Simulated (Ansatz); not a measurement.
# InSb, response to strain

Base system: InSb in the zinc blende structure (space group F-43m, No. 216; a = 6.519 Å). Axes: x, y, z lie along the cube axes.

Strains are applied to the cell and any free atomic positions relax; under biaxial strain the out-of-plane vector relaxes too.

The values are results of PBEsol (Ansatz, a first-principles code, PAW, without spin-orbit coupling), not measurements.

Notes on the quantities. pressure: mean of the normal stresses, compression positive; energy relative to the base: free energy F.

```csv
case,pressure,energy relative to the base,shortest interatomic distance
base,0.0 GPa,0 meV/atom,2.823 Å
"biaxial strain −2.50 %, plane normal [111], relaxed out of plane",1.6 GPa,+13 meV/atom,2.785 Å
"biaxial strain −2.08 %, plane normal [111], relaxed out of plane",1.3 GPa,+8.6 meV/atom,2.791 Å
"biaxial strain −1.67 %, plane normal [111], relaxed out of plane",1.0 GPa,+5.5 meV/atom,2.797 Å
"biaxial strain −0.83 %, plane normal [111], relaxed out of plane",0.5 GPa,+1.3 meV/atom,2.809 Å
"biaxial strain −0.42 %, plane normal [111], relaxed out of plane",0.3 GPa,+0.3 meV/atom,2.816 Å
"biaxial strain +0.42 %, plane normal [111], relaxed out of plane",-0.2 GPa,+0.3 meV/atom,2.824 Å
"biaxial strain +0.83 %, plane normal [111], relaxed out of plane",-0.5 GPa,+1.3 meV/atom,2.826 Å
"biaxial strain +1.25 %, plane normal [111], relaxed out of plane",-0.7 GPa,+2.9 meV/atom,2.827 Å
"biaxial strain +1.67 %, plane normal [111], relaxed out of plane",-0.9 GPa,+5.2 meV/atom,2.827 Å
```

Stability against distortions was not tested. The final runs are not spin-polarised.
